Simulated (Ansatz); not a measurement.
The reference is InPd2 (space group Pnma, No. 62; a cell from a computed database, its experimental status unchecked).

```yaml
crystal:
  lattice:
    - [5.62713, 0.00000, 0.00000]
    - [0.00000, 4.17896, 0.00000]
    - [0.00000, 0.00000, 8.24945]
  atoms:
    - { symbol: In, position: [0.82660, 0.25000, 0.59939] }
    - { symbol: In, position: [0.17340, 0.75000, 0.40061] }
    - { symbol: In, position: [0.67340, 0.75000, 0.09939] }
    - { symbol: In, position: [0.32660, 0.25000, 0.90061] }
    - { symbol: Pd, position: [0.92688, 0.25000, 0.26800] }
    - { symbol: Pd, position: [0.07312, 0.75000, 0.73200] }
    - { symbol: Pd, position: [0.57312, 0.75000, 0.76800] }
    - { symbol: Pd, position: [0.42688, 0.25000, 0.23200] }
    - { symbol: Pd, position: [0.65425, 0.75000, 0.42686] }
    - { symbol: Pd, position: [0.34575, 0.25000, 0.57314] }
    - { symbol: Pd, position: [0.84575, 0.25000, 0.92686] }
    - { symbol: Pd, position: [0.15425, 0.75000, 0.07314] }
```

Cartesian axes are those of the cell as printed.

All numbers come from plane-wave PAW DFT at the PBEsol level (Ansatz, an electronic-structure program, 420 eV), no spin-orbit coupling.

Strains are applied to the cell and any free atomic positions relax; under biaxial strain the out-of-plane vector relaxes too; under stress the whole cell relaxes.

One change was made to it. Results:

```tsv
quantity	base	after
shortest interatomic distance	2.704 Å	2.679 Å
band gap	zero	zero
```

Q: Which change produced these results?
A. biaxial strain +2.64 %, plane normal [001], relaxed out of plane
B. biaxial strain +1.39 %, plane normal [001], relaxed out of plane
C. biaxial strain +3.39 %, plane normal [001], relaxed out of plane
D. uniaxial stress, 0.5 GPa compression along z

A: B, biaxial strain +1.39 %, plane normal [001], relaxed out of plane. For comparison, the shortest interatomic distance in the other runs: biaxial strain +3.39 %, plane normal [001], relaxed out of plane gives 2.651 Å; uniaxial stress, 0.5 GPa compression along z gives 2.696 Å; biaxial strain +2.64 %, plane normal [001], relaxed out of plane gives 2.661 Å.

Without a gap, meshes like the base's 7×9×5 leave anisotropic stresses uncertain by several tenths of a GPa, and small strain energies with them. Stability under load was not tested beyond the relaxation. All final runs are without spin polarisation.
